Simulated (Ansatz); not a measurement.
## KI in the rock salt structure (space group Fm-3m, No. 225)

```
CELL_PARAMETERS angstrom
      0.00000     3.59142     3.59142
      3.59142     0.00000     3.59142
      3.59142     3.59142     0.00000
ATOMIC_POSITIONS crystal
  K  0.00000 0.00000 0.00000
  I  0.50000 0.50000 0.50000
```

Computed with Ansatz (a quantum-chemistry and plane-wave program), PBE, PAW, cutoff 420 eV, spin-orbit coupling left out, earlier PAW set. Settings: 8×8×8 k-points, 0.05 eV Fermi–Dirac smearing.

```yaml
volume_per_atom: 46.32 Å³
density: 2.98 g/cm³
band_gap: 3.85 eV, direct at Γ
electron_mass: 0.34 mₑ
Hole mass (degenerate bands, along [100]): 0.51, 2.8, 2.8 mₑ
Lowest conduction-band minima above the VBM: Γ 3.85 eV; X along ⟨100⟩ 5.02 eV
total_energy: -4526.902 eV/atom (σ→0; compares only within this code and set-up)
```

Spin-orbit coupling, missing from the scalar runs, can matter with I. Masses are band curvatures over ±0.01 Å⁻¹ around the edge. Whether these cells are dynamically stable was not tested.
